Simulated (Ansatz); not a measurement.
## W2C (P-3m1, No. 164, 3 atoms in the cell; start mp-1008625): equilibrium lattice constant a by level of theory

No measured value is used here.

| level (code) | value (Å) |
|---|---|
| LDA (Ansatz) | 3.017 |
| PBE (Ansatz) | [?] |
| PBEsol (Ansatz) | 3.034 |
| PBE-D3(BJ) (Ansatz) | 3.034 |
| PBE-D4 (Ansatz) | 3.036 |

**Question.** Complete the blanks.

**Answer.** 
- PBE (Ansatz, a program for electronic structure), value (Å): 3.061

Density-functional levels without +SOC have no spin–orbit coupling. LDA, PBE, PBEsol, PBE-D3(BJ), PBE-D4: the relaxation could not lower the start's symmetry, so the cell can be a saddle point above a distorted one. Ansatz's density-functional and Hartree–Fock values are scalar-relativistic unless marked +SOC, with PAW data made under PBE.

A start named mp-… is a Materials Project structure, which need not be a measured phase.
